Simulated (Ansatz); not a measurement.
System: TiP (model structure, started from the CsCl type, Pm-3m, No. 221, 2 atoms in the cell). Method: LDA in Ansatz (PAW).

Settings: plane-wave cutoff 520 eV, 18×18×18 k mesh, Fermi–Dirac smearing 0.05 eV, no spin polarisation, scalar-relativistic PAW data made under PBE.

Cell (relaxed at this level):

TiP has the cubic space group Pm-3m (No. 221), the CsCl type structure, Pearson symbol cP2. Lattice parameters: a = b = c = 3.0140 Å, α = β = γ = 90.00°. Ti on 1a is coordinated by 8 P at 2.610 Å and 6 Ti at 3.014 Å. P on 1b is surrounded by 8 Ti at 2.610 Å (cubic). (Neighbours: up to the widest gap in distance over summed covalent radii, below 1.35, at either atom; cation-cation and far metal-metal contacts left out.)

### Question
Estimate the bulk modulus that the calculation returns.

### Answer

- bulk modulus = 162 GPa

Note: the run has no spin polarisation, so it can have missed a magnetic state; the bulk modulus is −V dP/dV from two relaxed cells at ±2 % in volume; the relaxation could raise the start's symmetry but not lower it, so the cell can be a saddle point.

The computed numbers hold no vibrational or temperature effects.

It cost roughly 27 core-seconds of CPU time.

A model structure was made by putting elements into a prototype or built by hand; it is no filed structure, need not be a known phase, and can be a saddle point held by its symmetry.

Ansatz is a first-principles code.
